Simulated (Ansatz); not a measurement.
Base system: GaP in the zinc blende structure (space group F-43m, No. 216; a = 5.506 Å).

Computed with PBE (Ansatz, a program for electronic structure, PAW, without spin-orbit coupling).

For the base:

| Property | Result |
|---|---|
| Valley order | Γ 1.58 eV; L along ⟨111⟩ 1.58 eV; a point along ⟨100⟩, about 1.0 Å⁻¹ from Γ 1.64 eV |
| Width of the top valence band | 3.28 eV |

Modification: an isotropic linear strain of +1.00 %; the atoms relax in the strained cell.

Q: What does the calculation give for the valley order after the change?

A: The valley order (the lowest conduction-band minima on the path, energy above the VBM, named in the base's zone) becomes Γ 1.34 eV; L along ⟨111⟩ 1.49 eV; a point along ⟨100⟩, about 1.0 Å⁻¹ from Γ 1.69 eV (base: Γ 1.58 eV; L along ⟨111⟩ 1.58 eV; a point along ⟨100⟩, about 1.0 Å⁻¹ from Γ 1.64 eV).

Q: Predict the new width of the top valence band.

A: The width of the top valence band drops by 0.14 eV (3.28 eV → 3.14 eV).

Q: Estimate the effect on the energy relative to the base.

A: The energy rises by 4.3 meV/atom.

Whether these cells are dynamically stable was not tested.
